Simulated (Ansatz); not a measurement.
Base system: WSe₂ (space group P6_3/mmc, No. 194; layered, stacked along the Cartesian z axis).

```
CELL_PARAMETERS angstrom
      3.27904     0.00000     0.00000
     -1.63952     2.83973     0.00000
      0.00000     0.00000    12.78623
ATOMIC_POSITIONS crystal
  W  0.66667 0.33333 0.75000
  W  0.33333 0.66667 0.25000
  Se 0.66667 0.33333 0.38172
  Se 0.33333 0.66667 0.88172
  Se 0.33333 0.66667 0.61828
  Se 0.66667 0.33333 0.11828
```

Cartesian axes are those of the cell as printed.

Method: PBE-D3(BJ) (Ansatz, a program for electronic structure; PAW; 420 eV plane waves; scalar-relativistic without spin-orbit coupling).

Base values:

The shortest interatomic distance comes out as 2.534 Å.

Perturbation: uniaxial strain ε_zz = −1.80 %, all other strain components held at zero; the atoms relax in the strained cell.

Question: What does the calculation give for the stress after the change?

Answer: The stress (xx, yy, zz, yz, xz, xy; compression positive) comes out as (0.28, 0.28, 1.44, 0.00, 0.00, 0.00) GPa.

Question: Estimate the effect on the shortest interatomic distance.

Answer: The shortest interatomic distance falls by 0.003 Å (2.534 Å → 2.531 Å).

Whether these cells are dynamically stable was not tested.
